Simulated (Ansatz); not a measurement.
**Equilibrium lattice constant a of TiSi (model structure, started from the CsCl type, Pm-3m, No. 221, 2 atoms in the cell) at several levels of theory**

No measured value is used here.

```csv
level (code),value (Å)
LDA (Ansatz),3.053
PBE (Ansatz),3.114
PBEsol (Ansatz),___
PBE-D3(BJ) (Ansatz),3.065
r²SCAN+rVV10 (Ansatz),3.094
```

Problem. Some entries are withheld; supply them.

Solution. 
- PBEsol (Ansatz, a quantum-chemistry and plane-wave program), value (Å): 3.080

The crystal itself was run without spin with r²SCAN+rVV10; a magnetic state was not tried in these runs. Cutoffs differ between the levels. Ansatz's density-functional and Hartree–Fock values are scalar-relativistic unless marked +SOC, with PAW data made under PBE.

A model structure was made by putting elements into a prototype or built by hand; it is no filed structure, need not be a known phase, and can be a saddle point held by its symmetry.
